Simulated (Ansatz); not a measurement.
The starting structures come from a database of crystals and need not be the phases stable at ambient conditions.

Here is the system:

```
CELL_PARAMETERS angstrom
      5.21495     0.00000     0.00000
      0.00000     8.08650     0.00000
      0.00000     0.00000     4.78596
ATOMIC_POSITIONS crystal
  Ge 0.01369 0.37541 0.26191
  Ge 0.98631 0.87541 0.23809
  Ge 0.48631 0.62459 0.76191
  Ge 0.51369 0.12459 0.73809
  F  0.23595 0.21030 0.41126
  F  0.76405 0.71030 0.08874
  F  0.26405 0.78970 0.91126
  F  0.73595 0.28970 0.58874
  F  0.88835 0.03296 0.96954
  F  0.11165 0.53296 0.53046
  F  0.61165 0.96704 0.46954
  F  0.38835 0.46704 0.03046
```

Space group of this cell: P2_12_12_1. The cell was relaxed by PBE-D3(BJ); by r2SCAN its mean pressure is -3.1 GPa.

Transport runs along the normal of the first two printed cell vectors.

The gap is the functional's own, uncorrected, and κ follows it; spin-orbit coupling is left out. Mid-gap values are interpolated between the computed energies.

Estimate the band gap and the smallest decay constant κ at mid-gap that r2SCAN run with Ansatz (an electronic-structure program) returns for this system.

Gap 4.52 eV on a 6×4×6 mesh; κ = 0.563 1/Å, at (0.500, 0.000) of the in-plane reciprocal vectors. At the zone centre, at the nearest computed energy, the slowest state has κ = 0.65 1/Å.
